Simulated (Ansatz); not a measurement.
# Lattice parameter a of WSi2 (model structure, from the AlB2 type, P6/mmm, No. 191) at several levels of theory

No measured value is used here.

```tsv
level (code)	value (Å)
PBE (Ansatz)	4.343
PBEsol (Ansatz)	4.305
PBE-D3(BJ) (Ansatz)	4.289
```

Density-functional levels without +SOC have no spin–orbit coupling. Ansatz's density-functional and Hartree–Fock values are scalar-relativistic unless marked +SOC, with PAW data made under PBE.

A model structure was made by putting elements into a prototype or built by hand; it is no filed structure, need not be a known phase, and can be a saddle point held by its symmetry.

Ansatz is a quantum-chemistry and plane-wave program.
